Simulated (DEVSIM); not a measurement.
## Si p-i-n diode

Device: Si p-i-n diode, at 300 K.

| layer (left to right) | material | thickness (μm) | Nd (cm⁻³) | Na (cm⁻³) | τn (s) | τp (s) |
|---|---|---|---|---|---|---|
| 1 | Si | 0.220 | - | 1.4e19 | 0.0005 | 0.0005 |
| 2 | Si | 0.330 | 9.6e11 | - | 0.0005 | 0.0005 |
| 3 | Si | 0.300 | 1.8e18 | - | 0.0005 | 0.0005 |

Left contact: ohmic. Right contact: ohmic. Voltage is applied to the left contact. Recombination: SRH at mid-gap, radiative. Mobility is constant in doping.

Constants are typed, rounded textbook-type inputs, not results; the design itself was drawn at random and stands for no fabricated device. Values at 300 K.

| parameter | Si |
|---|---|
| gap (eV) | 1.124 |
| affinity (eV) | 4.05 |
| permittivity | 11.7 |
| Nc (cm⁻³) | 2.86e19 |
| Nv (cm⁻³) | 3.1e19 |
| μn (cm²/Vs) | 1417 |
| μp (cm²/Vs) | 470 |
| B (cm³/s) | 4.7e-15 |

Model (solved in DEVSIM): 1D drift-diffusion, Boltzmann statistics, complete ionisation; no tunnelling, impact ionisation, image-force lowering or self-heating.

- Potential step across the device at zero bias: 1.032 V
- Dark forward voltage at 1 A/cm²: 0.666 V
- Dark forward voltage at 100 A/cm²: 0.786 V

Dark forward current:

(V (V), J (A/cm²)): (0.05, 4.8e-11); (0.10, 3.4e-10); (0.15, 2.2e-9); (0.20, 1.5e-8); (0.25, 1.0e-7); (0.30, 7.1e-7); (0.35, 4.9e-6); (0.40, 3.4e-5); (0.45, 0.00023); (0.50, 0.0016); (0.55, 0.011); (0.60, 0.077); (0.65, 0.53); (0.70, 3.7); (0.75, 25); (0.80, 170); (0.85, 1100); (0.90, 7200)

Dark reverse current:

```
V (V)  J (A/cm²)
-----  ---------
-0.04   -9.1e-12
-0.10   -1.4e-11
-0.20   -1.9e-11
-0.30   -2.2e-11
-0.40   -2.6e-11
-0.60   -3.1e-11
-0.80   -3.4e-11
-1.00   -3.7e-11
-1.30   -4.1e-11
-1.60   -4.3e-11
-2.00   -4.6e-11
```
